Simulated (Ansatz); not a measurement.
The starting structures come from a database of crystals and need not be the phases stable at ambient conditions.

## Evanescent states of InGaP₂ (R3m, not sure to be the ambient phase, 4 atoms a cell, 23.6 Å³ an atom, -2 GPa at this level) along the normal of (100)

Method: r2SCAN (plane waves, PAW; Ansatz, an electronic-structure program).

The gap is the functional's own, uncorrected, and κ follows it; spin-orbit coupling is left out. Mid-gap values are interpolated between the computed energies.

Energies count from the valence-band top; κ is the least over a 8×2 mesh across the current.

```
E (eV)  κ (1/Å)  where
------  -------  -----
0.03      0.024      Γ
0.09      0.040      Γ
0.15      0.050      Γ
0.21      0.057      Γ
0.27        ___      Γ
0.33        ___      Γ
0.39        ___      Γ
0.45        ___      Γ
0.51        ___      Γ
0.57        ___      Γ
0.63        ___      Γ
0.69        ___      Γ
0.75      0.058      Γ
0.81      0.050      Γ
0.87      0.039      Γ
0.93      0.019      Γ
```

Problem. Some entries are withheld; supply them.

Solution. 
- 0.27, κ (1/Å): 0.063
- 0.33, κ (1/Å): 0.066
- 0.39, κ (1/Å): 0.069
- 0.45, κ (1/Å): 0.070
- 0.51, κ (1/Å): 0.070
- 0.57, κ (1/Å): 0.069
- 0.63, κ (1/Å): 0.067
- 0.69, κ (1/Å): 0.063
